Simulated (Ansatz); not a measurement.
KCl in the zinc blende structure (space group F-43m, No. 216; a hypothetical phase, not in the database extracts checked)

```cif
data_Cl4K4
_chemical_formula_sum 'Cl4 K4'
_space_group_name_H-M_alt 'F-43m'
_space_group_IT_number 216
_space_group_name_Hall 'F -4 2 3'
_cell_length_a 6.95160
_cell_length_b 6.95160
_cell_length_c 6.95160
_cell_angle_alpha 90.000
_cell_angle_beta 90.000
_cell_angle_gamma 90.000
loop_
_atom_site_label
_atom_site_type_symbol
_atom_site_symmetry_multiplicity
_atom_site_Wyckoff_symbol
_atom_site_fract_x
_atom_site_fract_y
_atom_site_fract_z
_atom_site_occupancy
Cl1 Cl 4 c 0.25000 0.25000 0.25000 1
K1 K 4 a 0.00000 0.00000 0.00000 1
```
(The calculation used a cell of 2 atoms; values per cell refer to that cell.)

Calculations: Ansatz (a program for electronic structure) PBEsol, scalar-relativistic without spin-orbit coupling. Γ-centred 8×8×8 mesh, Fermi–Dirac width 0.05 eV.

| Property | Value |
|---|---|
| Volume per atom | 41.99 Å³ |
| Density | 1.47 g/cm³ |
| Band gap | 4.84 eV, indirect, X → Γ |
| Electron mass | 0.54 mₑ |
| Lowest conduction-band minima above the VBM | Γ 4.84 eV |
| Total energy | -1290.257 eV/atom (σ→0; compares only within this code and set-up) |

Effective masses come from finite differences of ±0.01 Å⁻¹. Stability against distortions was not tested.
